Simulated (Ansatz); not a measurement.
Effect of pressure 30 GPa on K

The parent structure is K in the bcc (W type) structure (space group Im-3m, No. 229; a = 5.2123 Å).

Perturbation: cell and atoms relaxed at a pressure of 30 GPa.

Calculations: Ansatz (a first-principles code) PBEsol, no spin-orbit coupling. k-mesh 13×13×13 (Γ-centred); smearing 0.05 eV (Fermi–Dirac).

* **Volume per atom**: 21.34 Å³ (base 70.80 Å³)
* **Density**: 3.04 g/cm³ (base 0.92 g/cm³)
* **Enthalpy H = E + PV relative to the base's energy**: +6.17 eV/atom
* **Band gap**: zero (base zero)

Final structure:

```yaml
crystal:
  lattice:
    - [-1.74732, 1.74732, 1.74732]
    - [1.74732, -1.74732, 1.74732]
    - [1.74732, 1.74732, -1.74732]
  atoms:
    - { symbol: K, position: [0.00000, 0.00000, 0.00000] }
```

Cost of the whole job for the changed cell (relaxation, final SCF and bands): around 11 core-seconds (rough).

Load acts through the strain it causes; cell and atoms are relaxed under it. Stability against distortions was not tested. Measured, K leaves this structure (for fcc) near 11.6 GPa (temperature not stated; as listed in Olga Degtyareva, NATO science for peace and security series. B, Physics and biophysics (2010)).
